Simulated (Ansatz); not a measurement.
Ansatz (an electronic-structure program) run on TaBe2 (R3m, 6 atoms in the cell): self-consistent single point.

Level of theory: PBEsol, harder PAW files (source: ansatz) made with PBE (plane waves; Ansatz).

```
TaBe2
1.0
    0.00000     3.24610     3.24610
    3.24610     0.00000     3.24610
    3.24610     3.24610     0.00000
Ta Be
2 4
Cartesian
  4.89801   4.89801   4.89801
  3.24610   3.24610   3.24610
  2.43457   0.81152   2.43457
  0.81152   0.81152   0.81152
  0.81152   2.43457   2.43457
  2.43457   2.43457   0.81152
```

Reference input (self-consistent single point, DFT, PBEsol, plane waves, default PAW files made with PBE): basis.ecutwfc = 420 eV; kpoints.mp_grid.grid = 8 8 8; hamiltonian.xc = pbesol; hamiltonian.pseudopotentials = {kind: paw} (the program's default PAW files); scf.occupations.method = fermi_dirac; scf.occupations.width = 0.1 eV. This run's input differs from it in these lines:

Ansatz 0.2 input:
```diff
@@ -13,3 +13,3 @@
 basis:
-  ecutwfc: 420.0
+  ecutwfc: 960.0
 kpoints:
@@ -21,2 +21,3 @@
     kind: paw
+    source: ansatz
 scf:
```

Output (repeated stretches shortened):

```
SCF iter   1: F=—  HF=-34910.866040 eV  |F-HF|=—  |Δ(HF+E_count)|=         —  Δρ=5.00e-2  dr2=3.48e0  ethr=3.10e-3  ⟨swp⟩=5.9  Hψ=9655  notcnv=0  defer=14
all-band conjugate gradients solve this SCF's bands
preconditioner: auto → Kerker (q_TF=auto, 2.739 Å⁻¹)
SCF iter   2: F=—  HF=-34910.131636 eV  |F-HF|=—  |Δ(HF+E_count)|=   7.34e-1  Δρ=2.54e-2  dr2=6.87e-1  ethr=3.10e-3  ⟨swp⟩=3.7  Hψ=5573  notcnv=0  defer=45
   [... lines left out ...]
SCF iter   7: F=—  HF=-34909.940216 eV  |F-HF|=—  |Δ(HF+E_count)|=   1.84e-5  Δρ=7.55e-5  dr2=8.76e-6  ethr=1.49e-7  ⟨swp⟩=2.0  Hψ=3224  notcnv=0  defer=42
SCF iter   8: F=—  HF=-34909.940072 eV  |F-HF|=—  |Δ(HF+E_count)|=   1.43e-4  Δρ=2.67e-5  dr2=4.84e-7  ethr=1.25e-8  ⟨swp⟩=2.1  Hψ=4231  notcnv=0  defer=42
SCF iter   9: F=—  HF=-34909.940072 eV  |F-HF|=—  |Δ(HF+E_count)|=   3.77e-7  Δρ=8.84e-6  dr2=3.95e-8  ethr=1.43e-10  ⟨swp⟩=9.6  Hψ=13191  notcnv=0
SCF iter  10: F=-34909.940072 eV  HF=-34909.940072 eV  |F-HF|=4.22e-9  |Δ(HF+E_count)|=   4.55e-8  Δρ=2.42e-6  dr2=2.18e-9  ethr=5.64e-11  ⟨swp⟩=4.1  Hψ=9399  notcnv=0
SCF 1 converged in 10 iterations: F = -34909.940072 eV  dr2 = 2.18e-9
Free energy (F): -34909.940072 eV
Internal energy: -34909.808545 eV  (E = F + TS)
E sigma→0 (E₀):  -34909.874309 eV
Entropy (-TS):   -0.131527 eV (-21.921 meV/atom)
Fermi energy:    15.366431 eV
--- Forces (eV/Å), atoms counted from 1 ---
  atom   1  Ta    -0.35979426    -0.35979426    -0.35979426
  atom   2  Ta     0.14691184     0.14691184     0.14691184
  atom   3  Be     0.05240353     0.06703661     0.05240353
  atom   4  Be     0.04103920     0.04103920     0.04103920
  atom   5  Be     0.06703661     0.05240353     0.05240353
  atom   6  Be     0.05240353     0.05240353     0.06703661
--- Stress (GPa, compression-positive) ---
       -1.529148      -0.073422      -0.073422
       -0.073422      -1.529148      -0.073422
       -0.073422      -0.073422      -1.529148
  P = ⅓ Tr σ = -1.5291 GPa (-15.291 kbar)
  The stress holds the Pulay correction. Without it, at fixed plane waves, as pw.x and ABINIT print it: P = -1.5523 GPa
```

The run converged in 10 iterations. Against the reference run the pressure hardly changes (-1.44 to -1.53 GPa) and the largest force hardly changes (0.626 to 0.623 eV/Å).

The starting cell comes from a database of computed structures (which also holds hypothetical and non-ambient phases and stackings), without a prior relaxation at this level. Its lattice was rescaled by up to half a per cent. One atom was moved a little off its site on purpose. Spin polarisation is off. Ansatz's pressure includes its estimate of the finite-basis (Pulay) stress.

Cost on one core of a shared machine: roughly 60 s.
